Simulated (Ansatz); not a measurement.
TaCuN2 (R-3m, No. 166, 4 atoms in the cell; start mp-8927) was calculated with r²SCAN in Ansatz (plane waves, PAW).

Settings: plane-wave cutoff 560 eV, 12×12×12 k mesh, Fermi–Dirac smearing 0.01 eV, no spin polarisation, scalar-relativistic PAW data made under PBE.

Cell (relaxed at this level):

```cif
data_Cu3N6Ta3
_chemical_formula_sum 'Ta3 Cu3 N6'
_space_group_name_H-M_alt 'R-3m :H'
_space_group_IT_number 166
_space_group_name_Hall '-R 3 2"'
_cell_length_a 3.13916
_cell_length_b 3.13916
_cell_length_c 17.38723
_cell_angle_alpha 90.000
_cell_angle_beta 90.000
_cell_angle_gamma 120.000
loop_
_atom_site_label
_atom_site_type_symbol
_atom_site_symmetry_multiplicity
_atom_site_Wyckoff_symbol
_atom_site_fract_x
_atom_site_fract_y
_atom_site_fract_z
_atom_site_occupancy
Ta1 Ta 3 b 0.00000 0.00000 0.50000 1
Cu1 Cu 3 a 0.00000 0.00000 0.00000 1
N1 N 6 c 0.00000 0.00000 0.10611 1
```
(The calculation used a cell of 4 atoms; values per cell refer to that cell.)

**Question.** Give the computed band gap, smallest direct gap on the k points sampled and Γ–Γ gap.

**Answer.** 
band gap: 0.75 eV
smallest direct gap on the k points sampled: 0.99 eV
Γ–Γ gap: 2.60 eV

Spin–orbit coupling is not included.

Computed values are for the static lattice.

Cost on a shared machine: about 30 core-seconds (a rough figure).

A start named mp-… is a Materials Project structure, which need not be a measured phase.

Ansatz is a quantum-chemistry and plane-wave program.
